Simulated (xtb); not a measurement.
xtb 6.7.1, GFN2-xTB: Si(H)(NEtMe)2(NMe2) (CCN(C)[SiH](N(C)C)N(C)CC), 35 atoms. The geometry is a generated start, not checked to be a minimum at this level.

```json
{
  "method": "GFN2-xTB",
  "--acc": "1 (default)",
  "--etemp (K)": "300 (default)",
  "detailed input (--input)": "none: ANC optimiser, Lindh (1995) Hessian, microcycle=20, maxdispl=1.0, hlow=0.01 (default)",
  "basis_functions": "77",
  "valence_electrons": "74"
}
```

The structure is relaxed from this start with --opt LEVEL for the levels crude, sloppy, loose, lax, normal, tight, vtight, extreme, once each. Up to the end of the extreme run atoms move by at most 2.1 Å along an axis.

### Question
Choose the cheapest level whose final energy lies within 5 meV of that of extreme.

### Answer
normal: 70 cycles against 82, ending 0.22 meV above.

```
level    cycles  energy above the extreme run (meV)  gradient norm (eV/Å)
-------  ------  ----------------------------------  --------------------
crude         1                                 100                  0.17
sloppy        1                                 100                  0.17
loose         1                                 100                  0.17
lax           3                                 100                 0.072
normal       70                                0.22                 0.038
tight        74                               0.034                0.0084
vtight       79                          under 0.01                0.0023
extreme      82                                   —                0.0017
```
